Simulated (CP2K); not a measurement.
A user runs CP2K on SnTe (P3_221, 6 atoms in the cell) and asks whether the run is sound. The aim is a self-consistent single point with DFT LDA (Pade form), GPW, DZVP-MOLOPT-SR-GTH basis, GTH-PADE potentials (GTH_POTENTIALS).

Cell that was meant: a = 4.9259 Å, b = 4.9259 Å, c = 11.2849 Å, α = 90.00°, β = 90.00°, γ = 120.00°.

Part of the input:

```
      &END MIXING
      &SMEAR ON
        METHOD MARZARI_VANDERBILT
        SIGMA [eV] 3
      &END SMEAR
    &END SCF
    &KPOINTS
```

Output, abridged:

```
 GLOBAL| Method name                                                        CP2K
   [... lines left out ...]
                        No outer SCF

 Extrapolation method: initial_guess

 Number of electrons:                                                         30
 Number of occupied orbitals:                                                 15
 Number of molecular orbitals:                                                21

 Number of orbital functions:                                                 78
 Number of independent orbital functions:                                     78
 SCF WAVEFUNCTION OPTIMIZATION

  Step     Update method      Time    Convergence         Total energy    Change
     1 NoMix/Diag. 0.30E+00      -     0.26181732       -35.3347698312 -3.53E+01
     2 Broy./Diag. 0.30E+00      -     0.01659434       -35.5223119432 -1.88E-01
     3 Broy./Diag. 0.30E+00      -     0.01531730       -35.4067768973  1.16E-01
     4 Broy./Diag. 0.30E+00      -     0.00601280       -35.3500038571  5.68E-02
     5 Broy./Diag. 0.30E+00      -     0.00035166       -35.3216714300  2.83E-02
     6 Broy./Diag. 0.30E+00      -     0.00019106       -35.3164218350  5.25E-03
   [... 3 lines left out ...]
    10 Broy./Diag. 0.30E+00      -     0.00000182       -35.3152800339 -9.79E-07
    11 Broy./Diag. 0.30E+00      -     0.00000037       -35.3152819235 -1.89E-06
    12 Broy./Diag. 0.30E+00      -     0.00000018       -35.3152840352 -2.11E-06
    13 Broy./Diag. 0.30E+00      -     0.00000004       -35.3152846512 -6.16E-07
  *** SCF run converged in    13 steps ***

  Overlap energy of the core charge distribution:               0.00000000508568
  Self energy of the core charge distribution:                -75.36583527837367
  Core Hamiltonian energy:                                     15.00327435958059
  Hartree energy:                                              33.38457578462341
  Exchange-correlation energy:                                 -8.25195157331406
  Smearing free energy correction:                             -0.08534794778660
  Fermi energy:                                                 0.09470704592200

  Total energy:                                               -35.31528465124224

 ENERGY| Total FORCE_EVAL ( QS ) energy [hartree]            -35.315284674638065

   [... lines left out ...]
 STRESS|                        x                   y                   z
 STRESS|      x       -1.48211599878E+04   1.44384060975E-01  -1.70788562285E-01
 STRESS|      y        1.44384060975E-01  -1.48209844009E+04   9.78712781619E-02
 STRESS|      z       -1.70788562285E-01   9.78712781619E-02   3.42911846497E+03
 STRESS| 1/3 Trace                                            -8.73767530790E+03
```

Can these results be used? Check the input.

The run is not sound. The fault is a smearing width that is far too large. A width of many tenths of an electronvolt moves electrons far across the Fermi level or the gap, and the free energy and its derivatives carry a large smearing term. To fix it, use a width small against the gap or band features. The run converged in 13 iterations without an error; against the sound input the free energy goes down by 85.3 meV/atom, the pressure stays near -0.87 GPa while the zz stress (positive for compression) goes from 2.76 to 0.34 GPa and the largest force goes from 1.853 to 1.014 eV/Å.

The sound input it was made from differs as follows (other fixes are possible):
```diff
-        SIGMA [eV] 3
+        SIGMA [eV] 0.136
```

With that input, the run converged in 14 iterations: free energy E − TS -960.4662 eV; Fermi level (on the code's own zero) 2.33 eV; pressure -0.91 GPa; largest force (vector length) 1.853 eV/Å (DFT LDA (Pade form), GPW, DZVP-MOLOPT-SR-GTH basis, GTH-PADE potentials (GTH_POTENTIALS)).

On the sound input: the starting cell was generated: these elements placed on a structure prototype, without a prior relaxation; it need not be a known phase or ordering of this composition. Its lattice was rescaled by a random factor within 2.5 % of one. Values carry the incompleteness of an atom-centred basis. Forces in this geometry exceed 1 eV/Å. The run gives no clean gap (levels at the Fermi energy touch, overlap or are partly filled at this smearing), which alone does not show that the compound is a metal.
